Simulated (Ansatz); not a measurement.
**Defect calculation: N interstitial + N interstitial + O interstitial in silicon**

These are PBE, PAW (plane waves to 420 eV; Ansatz, an electronic-structure program) values and carry that method's errors. The supercell holds 216 host sites (3×3×3 repeats of a cell of 8 atoms), with a 2×2×2 shifted k-point sampling for the final energies. Site at the start: a built cluster, 2.8 Å across. Energies of charged states are corrected for periodic images (point charge plus alignment at distant sites). Dielectric constants: PBE linear response of the host. Host gap at this level: 0.61 eV. A cell of this size leaves errors of a few tenths of an eV. The semilocal functional narrows the gap, so deep levels can fall outside it. Spin–orbit coupling is left out. Each state is the lowest found from its start.

The name describes the start; the neighbours show where the atoms ended.

Charges with a result: +1, 0, −1. Others weren't obtained, and one of them could lie lower, also by skipping a charge.

| charge | moment (μB) | point group | largest move off a lattice site (Å) | neighbours of the last O atom of the defect at the end (Å) | image correction with alignment (eV) |
|---|---|---|---|---|---|
| +1† | quenched | – | 0.73 | Si 1.62, Si 1.66, N 2.66, Si 2.82, N 2.91, Si 2.97, Si 3.08 | 0.11 |
| 0 | not spin-polarised | C1 | 0.74 | Si 1.62, Si 1.66, N 2.66, Si 2.83, N 2.91, Si 2.96, Si 3.08 | 0.00 |
| −1† | quenched | – | 0.74 | Si 1.62, Si 1.66, N 2.66, Si 2.83, N 2.91, Si 2.97, Si 3.07 | 0.00 |

† Not settled in this cell, so no level is given: charge +1: a level filled in part, carriers not clearly localised, level within 0.1 eV of a band edge or past it; charge −1: a level filled in part, carriers not clearly localised, level within 0.1 eV of a band edge or past it.

Point groups are those of the whole cell at tolerances of 0.03 and 0.1 Å ("near" where only the looser one holds); none is given for unsettled states.

Starting moments that weren't kept: charge +1 began with 1 μB and ended with 0.0; charge −1 began with 1 μB and ended with 0.0.

Flagged in the runs: a strain field that reaches the edge of the cell.
